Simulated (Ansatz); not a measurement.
End structure of the (33-62) surface of hcp Zn in its 1x1 cell, outermost plane spacing 0.43 Å in the ideal cut:

```
CELL_PARAMETERS angstrom
      4.56999     0.00000     0.00000
      0.00000    15.45265     0.00000
      0.00000     0.00000    26.50000
ATOMIC_POSITIONS crystal
  Zn 0.21514 0.35607 0.31199
  Zn 0.28486 0.85607 0.31199
  Zn 0.58177 0.71890 0.33473
  Zn 0.91823 0.21890 0.33473
  Zn 0.08792 0.02357 0.32296
  Zn 0.41208 0.52357 0.32296
  Zn 0.71399 0.38858 0.35168
  Zn 0.78601 0.88858 0.35168
  Zn 0.08555 0.74906 0.38679
  Zn 0.41445 0.24906 0.38679
  Zn 0.58884 0.08238 0.35626
  Zn 0.91116 0.58238 0.35626
  Zn 0.17678 0.43499 0.40498
  Zn 0.32322 0.93499 0.40498
  Zn 0.59424 0.78413 0.43638
  Zn 0.90576 0.28413 0.43638
  Zn 0.10227 0.11088 0.41329
  Zn 0.39773 0.61088 0.41329
  Zn 0.67135 0.46929 0.44808
  Zn 0.82865 0.96929 0.44808
  Zn 0.09920 0.81052 0.48457
  Zn 0.40080 0.31052 0.48457
  Zn 0.60061 0.13572 0.46380
  Zn 0.89939 0.63572 0.46380
  Zn 0.16257 0.47740 0.50000
  Zn 0.33743 0.97740 0.50000
  Zn 0.60062 0.81908 0.53620
  Zn 0.89938 0.31908 0.53620
  Zn 0.09920 0.14429 0.51543
  Zn 0.40080 0.64429 0.51543
  Zn 0.67135 0.48552 0.55192
  Zn 0.82865 0.98552 0.55192
  Zn 0.10227 0.84393 0.58671
  Zn 0.39773 0.34393 0.58671
  Zn 0.59424 0.17068 0.56362
  Zn 0.90576 0.67068 0.56362
  Zn 0.17679 0.51982 0.59502
  Zn 0.32321 0.01982 0.59502
  Zn 0.58884 0.87243 0.64374
  Zn 0.91116 0.37243 0.64374
  Zn 0.08555 0.20575 0.61321
  Zn 0.41445 0.70575 0.61321
  Zn 0.71399 0.56623 0.64832
  Zn 0.78601 0.06623 0.64832
  Zn 0.08792 0.93124 0.67704
  Zn 0.41208 0.43124 0.67704
  Zn 0.58177 0.23591 0.66527
  Zn 0.91823 0.73591 0.66527
  Zn 0.21514 0.59874 0.68801
  Zn 0.28486 0.09874 0.68801
```

Slab: 50 atoms, 10.4 Å thick at the start (thin: gaps and levels are the slab's own); k 8x3x1, smearing 0.1 eV, dipole-corrected; single point; on the structure that PBE left under its start's symmetry; no spin, no spin-orbit, no U.

Question: Give the work function of the top face at the level r2SCAN, at the PBE geometry in Ansatz (a program for electronic structure).

Answer: 4.30 eV
